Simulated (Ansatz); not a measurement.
**Cu3N, response to strain**

Consider Cu$_{3}$N (space group Pm-3m, No. 221; a = 3.8269 Å). Axes: x, y, z lie along the cube axes.

Strains are applied to the cell and any free atomic positions relax.

The values are results of PBE (Ansatz, a quantum-chemistry and plane-wave program; PAW; 420 eV plane waves; no spin-orbit coupling), not measurements.

Notes on the quantities. energy relative to the base: free energy F.

```tsv
uniaxial strain ε_zz (%)	energy relative to the base (meV/atom)
0	0.0
0.6	0.4
1.2	1.4
1.8	3.2
2.4	?
3	8.4
```

### Question
Fit ΔE = Aε² + Bε³ (ε in %) to the rows shown and predict the withheld row.

### Answer
Least squares on the printed values gives A = 1.05 and B = -0.039 meV/atom (largest residual 0.0 meV/atom); this predicts 5.5 meV/atom, and the run gives 5.5 meV/atom, in agreement.

No phonon test of stability was made. All final runs are without spin polarisation.
